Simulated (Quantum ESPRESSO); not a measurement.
Quick settings and what they miss: SrMg (Amm2, 6 atoms in the cell)

Self-consistent single point.

```xyz
6
Lattice="5.9347 0.0000 0.0000 0.0000 2.0528 9.0794 0.0000 -2.0528 9.0794" Properties=species:S:1:pos:R:3 pbc="T T T"
Sr     0.0000     0.0000     0.5319
Sr     0.0000     0.0000     6.2129
Sr     2.9673     0.0000     3.5561
Mg     0.0000     0.0000    12.3702
Mg     2.9673     0.0000    16.1863
Mg     2.9673     0.0000     9.5665
```

Method: PBEsol, GBRV 1.5 ultrasoft (PBESOL) pseudopotentials (plane waves; Quantum ESPRESSO).

Base settings: ecutwfc = 40 Ry; ecutrho = 200 Ry; occupations = smearing; smearing = marzari-vanderbilt; degauss = 0.0147 Ry; potentials = {Sr: sr_pbesol_v1.uspp.F.UPF, Mg: mg_pbesol_v1.4.uspp.F.UPF}; K_POINTS = automatic 4 5 5 0 0 0; conv_thr = 1e-10 Ry.

Tight run (finer mesh or higher cutoff; not a proven limit): ecutwfc: 40 Ry → 56 Ry; ecutrho: 200 Ry → 280 Ry; conv_thr: 1e-10 Ry → 7.3e-11 Ry; K_POINTS: automatic 4 5 5 0 0 0 → automatic 6 7 7 0 0 0. It gave Fermi level (on the code's own zero) 5.33 eV; pressure -0.60 GPa; largest force (vector length) 0.078 eV/Å.

Quick runs, as changes from the base:
- A: the base itself
- B: ecutwfc: 40 Ry → 24 Ry; ecutrho: 200 Ry → 120 Ry; pseudopotentials: {Sr: sr_pbesol_v1.uspp.F.UPF, Mg: mg_pbesol_v1.4.uspp.F.UPF} → {Sr: sr_lda_v1.uspp.F.UPF, Mg: mg_lda_v1.4.uspp.F.UPF}; K_POINTS: automatic 4 5 5 0 0 0 → automatic 1 1 1 0 0 0 [LDA (PZ)]
- C: ecutwfc: 40 Ry → 24 Ry; ecutrho: 200 Ry → 120 Ry; K_POINTS: automatic 4 5 5 0 0 0 → automatic 3 3 3 0 0 0
- D: ecutwfc: 40 Ry → 28 Ry; ecutrho: 200 Ry → 140 Ry; K_POINTS: automatic 4 5 5 0 0 0 → automatic 4 4 4 0 0 0

Energies are extrapolated to zero smearing width, which holds to low order in the width alone (under cold and Methfessel-Paxton smearing the free energy itself is taken).

Dashes: energy of B, another energy zero; time of B, under 30 s.

† marks runs with another functional, U, potentials or spin treatment: their distance from the tight run is not a convergence error alone.

The count of work is k-points × plane waves × bands × iterations; it is no time. Core times come from one kind of shared machine and are given to one figure; runs under 30 s give none.

The starting cell comes from a database of computed structures (which also holds hypothetical and non-ambient phases and stackings), without a prior relaxation at this level. Its lattice was rescaled by a random factor within 2.5 % of one.

| run | energy less tight (meV/atom) | pressure less tight (GPa) | largest miss in a force vector (eV/Å) | count of work / tight | core time / tight (rough) |
|---|---|---|---|---|---|
| A | -5.6 | -0.02 | 0.034 | 0.25 | 0.2 |
| B† | – | -20.65 | 0.563 | 0.0054 | – |
| C | 785.3 | -19.66 | 0.058 | 0.038 | 0.04 |
| D | 182.9 | -5.45 | 0.102 | 0.13 | 0.1 |

Among the runs at the tight run's level, the energy misses run from 5.6 to 785.3 meV/atom.

Left out of this page: 2 runs of the series outside the window shown, repeating another row's setting, or not comparable.
